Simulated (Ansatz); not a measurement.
Cell and atoms of amorphous Al24Ba4O40:

```xyz
68
Lattice="9.4622 -0.0423 -0.0071 -0.0423 9.6492 -0.0228 -0.0071 -0.0228 9.5535" Properties=species:S:1:pos:R:3 pbc="T T T"
Al     2.4298     6.8279     9.1858
Al     0.6095     8.7826     8.0246
Al     3.8145     7.6874     4.5162
Al     1.7640     6.3061     5.9968
Al     1.4075     2.8119     5.5232
Al     6.0599     6.1674     4.3098
Al     9.0936     6.9419     3.9804
Al     6.3547     8.1990     2.4668
Al     8.3683     4.1079     4.0312
Al     3.1104     1.5448     3.5018
Al     7.6683     3.4860     6.4705
Al     4.4869     4.0372     2.4460
Al     1.8019     5.7411     2.6683
Al     1.3100     4.3286     7.7655
Al     1.3845     9.4373     4.7235
Al     6.3964     1.8225     2.4522
Al     9.3671     2.0418     8.5210
Al     2.0241     3.1539     0.9851
Al     6.3619     1.5537     8.7537
Al     8.2189     6.2441     6.9645
Al     4.3954     4.2596     8.7896
Al     4.7628     6.4739     7.0874
Al     4.7808     3.5631     5.4827
Al     6.9480     8.0754     8.6931
Ba     9.3490     0.6175     1.8655
Ba     7.5040     0.2543     5.6708
Ba     7.7832     5.0006     0.7190
Ba     3.5103     0.5646     7.4612
O      1.3110     1.5028     4.2419
O      6.9321     1.5595     0.8224
O      4.9336     2.5103     8.4739
O     -0.0210     6.7461     5.6987
O      9.4042     0.3939     8.9548
O      8.5966     7.7372     7.9850
O      4.7244     2.2800     2.8703
O      0.3247     3.1336     0.3837
O      2.2954     6.6344     4.1237
O      7.4078     7.0059     3.4213
O      7.3802     5.1176     5.2731
O      6.9365     7.8884     0.8578
O      7.4785     3.2247     2.8383
O      1.7467     4.5239     5.9633
O      5.2110     4.4153     0.9073
O      1.1485     2.5109     7.3318
O      7.7567     2.2219     7.7910
O      8.6580     4.6215     7.5996
O      4.9218     7.3451     3.0989
O      6.7000     0.1874     3.1616
O      6.5288     6.5584     7.7579
O      6.2643     2.6324     5.7001
O      5.4553     7.2895     5.5347
O      2.1486     8.5313     8.8293
O      3.3305     2.5275     5.1567
O      1.6317     6.4946     1.1482
O      4.9886     4.7317     4.0307
O      0.2218     8.5966     3.7098
O      6.1338     9.5278     8.0390
O      2.3708     1.6461     1.8159
O      2.6777     4.2215     2.3506
O      2.6294     3.8996     9.0366
O      3.1595     9.4047     4.2730
O      0.9420     9.3884     6.3929
O      8.9971     3.0227     5.2648
O      4.6663     4.6631     6.8959
O      4.0677     6.2473     8.7654
O      1.4184     6.1070     7.8688
O      3.2244     7.3277     6.2949
O      0.0486     5.3499     3.2308
```

These are PBE, scalar-relativistic without spin-orbit coupling (plane waves to 420 eV, PAW; Ansatz, a quantum-chemistry and plane-wave program) values and carry that method's errors.

A CHGNet melt-quench gave the starting glass, which DFT then relaxed. O atoms were pushed apart under 1.9 Å during the dynamics, to hinder bonds among them. The hot cell started wider than the set density and was brought back towards it in steps. It is the lowest in DFT energy of 2 quenches. It is a model cell: composition and starting density were chosen by hand, and all elements were melted together. No dispersion term was used. Its density started from a set value of 3.68 and ended at 3.50 g/cm³. Cooling (nominally 240 K/ps over its main leg) ran many orders faster than in experiment, which tends to leave more defects and strain. A cell of this size samples the disorder only roughly. Volume and shape were free in the relaxation.

Bonds are counted up to Al-Al 2.66 Å, Al-Ba 3.70 Å, Al-O 2.32 Å, Ba-Ba 4.73 Å, Ba-O 3.37 Å, O-O 1.58 Å. Two cations that share two anions don't count as bonded, nor two that share one unless they lie closer than Al-Al 2.59 Å, Al-Ba 3.60 Å, Ba-Ba 4.60 Å.

Give the coordination numbers, mean bond lengths and angles.


```yaml
Mean coordination of Al by anions: 4.42 (14 with 4, 10 with 5); 1 close contacts or bonds to cations besides
Mean coordination of Ba by anions: 7.75 (1 with 7, 3 with 8); 1 close contacts or bonds to cations besides
Mean coordination of O: 3.42 (1 with 2, 21 with 3, 18 with 4)
Mean Al-O bond: 1.836 Å (spread 0.085 Å, 106 counted)
Mean Ba-O bond: 2.906 Å (spread 0.240 Å, 31 counted)
Bond angle at Al: mean 107.5°, spread 21.3°
Bond angle at Ba: mean 97.6°, spread 32.0°
Bond angle at O: mean 111.6°, spread 18.4°
```

List the pairs of like atoms that count as bonded by the rules above.

There are none by these rules.
